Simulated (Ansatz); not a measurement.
Data:

```yaml
crystal:
  lattice:
    - [0.00000, 2.00393, 2.05402]
    - [2.00393, 0.00000, 2.05402]
    - [2.00393, 2.00393, 0.00000]
  atoms:
    - { symbol: Li, position: [0.00000, 0.00000, 0.00000] }
    - { symbol: F, position: [0.50000, 0.50000, 0.50000] }
```

No spin polarisation.

Method: PBEsol (Ansatz, an electronic-structure program, PAW, without spin-orbit coupling). k-mesh 14×14×14 (Γ-centred); smearing 0.05 eV (Fermi–Dirac).

Question: Predict the stress, gap character and band gap.

Answer: 
* **Stress (xx, yy, zz, yz, xz, xy; compression positive)**: (-1.08, -1.08, -2.70, 0.00, 0.00, 0.00) GPa
* **Gap character**: direct at Γ
* **Band gap**: 8.80 eV

The cells carry an imposed strain or load. Whether these cells are dynamically stable was not tested. The cell was made from LiF in the rock salt structure (space group Fm-3m, No. 225) by this change: uniaxial strain ε_zz = +2.50 %.
